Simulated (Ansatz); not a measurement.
**Ti4AlN3: pressure series**

Start from Ti4AlN3 (space group P6_3/mmc, No. 194; a = 2.9626 Å, c = 23.2639 Å).

Cell and atoms are relaxed at each pressure.

Method: PBEsol/PAW in Ansatz (a quantum-chemistry and plane-wave program), no spin-orbit coupling.

```tsv
P (GPa)	V (Å³/atom)
-2.00	11.159
-1.00	11.105
0.29	11.037
0.69	11.016
1.49	10.975
3.00	10.901
5.00	10.806
7.50	10.693
10.00	10.586
```

Question: Fit a third-order Birch–Murnaghan equation of state.

Answer: Least squares on P(V) = (3B₀/2)[(V₀/V)^(7/3) − (V₀/V)^(5/3)]·[1 + (3/4)(B₀′ − 4)((V₀/V)^(2/3) − 1)] gives V₀ = 11.05 Å³/atom, B₀ = 211 GPa and B₀′ = 4.4.

Load acts through the strain it causes; cell and atoms are relaxed under it. Stability against distortions was not tested. Competing high-pressure phases were not computed. The final runs are not spin-polarised.
